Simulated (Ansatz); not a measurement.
Cell and atoms of amorphous hafnium silicate (Hf₁₀Si₁₀O₄₀):

```
HfO4Si
1.0
    9.39632     0.11857     0.02528
    0.11857     9.83170     0.06201
    0.02528     0.06201     9.56726
Hf Si O
10 10 40
Direct
  0.41636   0.76869   0.44491
  0.88184   0.48175   0.26614
  0.70916   0.26671   0.48968
  0.92521   0.44038   0.77292
  0.73078   0.68737   0.99543
  0.14276   0.31403   0.03198
  0.20277   0.09311   0.76235
  0.37651   0.59720   0.90067
  0.02488   0.77787   0.76249
  0.31449   0.27503   0.37998
  0.98931   0.14530   0.27363
  0.43616   0.13090   0.07606
  0.50222   0.92065   0.86903
  0.45674   0.33462   0.68886
  0.67613   0.26192   0.89745
  0.89300   0.01682   0.97697
  0.13638   0.54850   0.50858
  0.69996   0.93016   0.62188
  0.52728   0.51578   0.23266
  0.16025   0.98245   0.47245
  0.01616   0.02017   0.38365
  0.83524   0.37739   0.59997
  0.38473   0.43074   0.26735
  0.12716   0.90909   0.62281
  0.86603   0.25251   0.33150
  0.48774   0.30954   0.51808
  0.79965   0.64416   0.17884
  0.60980   0.26029   0.73646
  0.84388   0.84411   0.65890
  0.35212   0.95671   0.79352
  0.89109   0.63431   0.86574
  0.57803   0.83952   0.54739
  0.20911   0.71194   0.85614
  0.53323   0.75559   0.89305
  0.42737   0.14941   0.24342
  0.50864   0.66797   0.29929
  0.26619   0.46078   0.99972
  0.54632   0.55495   0.06341
  0.97069   0.41477   0.09755
  0.27258   0.64755   0.51746
  0.75338   0.40835   0.89827
  0.54639   0.24595   0.00942
  0.72417   0.07198   0.53051
  0.19163   0.39220   0.50703
  0.27658   0.14539   0.00182
  0.50315   0.98286   0.02730
  0.66436   0.43202   0.31257
  0.02693   0.57157   0.37844
  0.13561   0.23395   0.25029
  0.02875   0.98076   0.87068
  0.32844   0.25009   0.74892
  0.44703   0.49269   0.73634
  0.79554   0.14109   0.91218
  0.62760   0.97852   0.77119
  0.05741   0.28582   0.83749
  0.80897   0.87604   0.00086
  0.22822   0.12275   0.53414
  0.27810   0.90662   0.37501
  0.04320   0.58389   0.65383
  0.95609   0.08406   0.12029
```

Methods: PBE, scalar-relativistic without spin-orbit coupling (Ansatz, an electronic-structure program); r2SCAN, scalar-relativistic without spin-orbit coupling (Ansatz); HSE06, scalar-relativistic without spin-orbit coupling (Ansatz); PBE0, scalar-relativistic without spin-orbit coupling (Ansatz). Neutral PBE cell, which sets geometry, pressure and energy: sampling: a 2×2×2 Γ-centred mesh; Fermi-Dirac width 0.02 eV; no spin polarisation. Exact exchange is cut at the faces of this 9 Å cell, which leaves hybrid gaps a finite-size error.

Preparation: random packing, a CHGNet melt and quench, and a DFT relaxation. O atoms were pushed apart under 1.9 Å during the dynamics, to hinder bonds among them. The hot cell started wider than the set density and was brought back towards it in steps. It is the lowest in DFT energy of 8 quenches. It is a model cell: composition and starting density were chosen by hand, and all elements were melted together. No dispersion term was used. Its density started from a set value of 5.43 and ended at 5.08 g/cm³. The simulated quench (nominally 300 K/ps over its main leg) is rapid and tends to freeze in more defects than a deposited or slowly cooled glass has. One small periodic cell is one sample of the glass; other quenches scatter about these values. Volume and shape were free in the relaxation.

Question: Give the pressure, the energy against reference phases and the spacing of the highest filled and lowest empty levels.

Answer: 
```yaml
Pressure on a 2×2×2 Γ-centred mesh: 0.2 kbar
Largest force and stress component on that mesh (the relaxation ran on the zone centre alone): 0.04 eV/Å and 0.1 GPa
Energy relative to HfSiO4 (I4_1/amd) (lowest mix at this level among the phases computed, not always the ambient ones): 167 meV/atom
Level gap on a 2×2×2 Γ-centred mesh (PBE): 4.36 eV
Level gap at the zone centre (PBE): 4.36 eV
Level gap at the zone centre (r2SCAN): 4.84 eV
Level gap at the zone centre (HSE06): 5.93 eV
Level gap at the zone centre (PBE0): 6.69 eV
Distance between the nearest levels spread over more than a fifth of the atoms or a third of the atoms of their main element (six at least) (PBE, zone centre): 4.78 eV
```

Question: At PBE and the zone centre, how localised are the states just below and above the Fermi level (participation number: the atoms over which a state spreads)?

Answer: The highest filled state is spread over 8.1 atoms' worth, largest on O33, with weights by element (charge in smoothed Voronoi cells) O 0.96, Hf 0.03, Si 0.01. The lowest empty state is spread over 28.3 atoms' worth, largest on Hf9, with weights by element (charge in smoothed Voronoi cells) O 0.58, Hf 0.37, Si 0.05.

At PBE the levels at the filled edge of the gap are localised (band-tail or defect states), and the nearest spread-out levels lie 4.8 eV apart at the zone centre.

Cut-offs for bonds: Hf-Hf 3.34 Å, Hf-Si 2.89 Å, Hf-O 2.66 Å, Si-Si 2.60 Å, Si-O 1.90 Å, O-O 1.58 Å. Two cations that share two anions don't count as bonded, nor two that share one unless they lie closer than Hf-Hf 3.25 Å, Hf-Si 2.81 Å, Si-Si 2.38 Å.
